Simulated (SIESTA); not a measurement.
Input and output of a self-consistent single point for SrAl2 (P4/nmm, 6 atoms in the cell) (SIESTA).

Method: LDA PW92, numerical atomic orbitals DZP, PseudoDojo LDA standard norm-conserving potentials (rewritten from UPF to PSML) run with SIESTA 5.4.2.

```
SrAl2
1.0
    4.46548     0.00000     0.00000
    0.00000     4.46548     0.00000
    0.00000     0.00000     7.90132
Sr Al
2 4
Direct
  0.50000   0.00000   0.32552
  0.00000   0.50000   0.67448
  0.00000   0.00000   0.00000
  0.50000   0.50000   0.00000
  0.00000   0.50000   0.20209
  0.50000   0.00000   0.79791
```

Reference input (self-consistent single point, DFT, LDA PW92, numerical atomic orbitals DZP, PseudoDojo LDA standard norm-conserving potentials (rewritten from UPF to PSML)): XC.functional = LDA; XC.authors = PW92; potentials = PseudoDojo LDA standard; PAO.BasisSize = DZP; PAO.EnergyShift = 0.005 Ry; MeshCutoff = 300 Ry; kgrid.MonkhorstPack = 5 5 3; OccupationFunction = MP; OccupationMPOrder = 1; ElectronicTemperature = 200 meV; MaxSCFIterations = 150; SCF.Mixer.Method = Broyden. This run's input differs from it in these lines:

```diff
@@ -30,2 +30,3 @@
 PAO.EnergyShift              0.005 Ry
+PAO.SplitNorm                0.05
 MeshCutoff                   300 Ry
```

Output (repeated stretches shortened):

```
        iscf     Eharris(eV)        E_KS(eV)     FreeEng(eV)     dDmax    Ef(eV) dHmax(eV)
   scf:    1    -2091.045146    -2117.483490    -2117.486000  1.391123 -4.859011  4.509914
   scf:    2    -2119.856152    -2119.906346    -2119.894660  0.403524 -4.597094  1.318832
   scf:    3    -2120.219084    -2120.101575    -2120.091848  0.037718 -4.525472  1.114633
   scf:    4    -2120.190983    -2120.163336    -2120.156693  0.126665 -4.456588  0.187362
   scf:    5    -2120.154800    -2120.163776    -2120.155427  0.015031 -4.456643  0.179939
   [... 6 lines left out ...]
   scf:   12    -2120.167405    -2120.167406    -2120.160087  0.000042 -4.462859  0.000106
   scf:   13    -2120.167405    -2120.167405    -2120.160087  0.000027 -4.462879  0.000070
   scf:   14    -2120.167404    -2120.167405    -2120.160087  0.000012 -4.462888  0.000049
   scf:   15    -2120.167404    -2120.167404    -2120.160087  0.000008 -4.462893  0.000035
SCF Convergence by DM+H criterion
max |DM_out - DM_in|         :     0.0000080733
max |H_out - H_in|      (eV) :     0.0000353166
SCF cycle converged after 15 iterations

Using DM_out to compute the final energy and forces

siesta: E_KS(eV) =            -2120.1674

siesta: E_KS - E_eggbox =     -2120.1674

siesta: Atomic forces (eV/Ang):
     1    0.000000   -0.000000    0.062788
     2   -0.000000    0.000000   -0.062788
     3   -0.000000   -0.000000    0.000000
     4    0.000000    0.000000   -0.000000
     5   -0.000000    0.000000   -0.173692
     6    0.000000    0.000000    0.173692
   Tot    0.000000    0.000000    0.000000
   Max    0.173692
   Res    0.061564    sqrt( Sum f_i^2 / 3N )
   Max    0.173692    constrained

   [... lines left out ...]
siesta: FreeEng =     -2120.160087
siesta: Cell volume =        157.556363 Ang**3
siesta:          19.38737817         17.20249875  kBar
   [... lines left out ...]
   4  3.037   1.252   0.061  -0.412  -0.445  -0.412   0.771   0.952   0.771
   [... 5 lines left out ...]

mulliken: Qtot =       32.000

Mulliken Atomic Populations:
Atom #   charge [q] valence [e]  Species
     1     0.723902    9.276098  Sr
     2     0.723902    9.276098  Sr
     3    -0.036539    3.036539  Al
     4    -0.036539    3.036539  Al
     5    -0.687363    3.687363  Al
     6    -0.687363    3.687363  Al
 Total    -0.000000
```

The run converged in 15 iterations. Against the reference run the free energy drops by 11.7 meV/atom, the pressure goes from 1.57 to 1.94 GPa and the largest force goes from 0.279 to 0.174 eV/Å.

The starting cell comes from a database of computed structures (which also holds hypothetical and non-ambient phases and stackings), without a prior relaxation at this level. Values carry the incompleteness of an atom-centred basis.

Cost on one core of a shared machine: roughly 70 s.
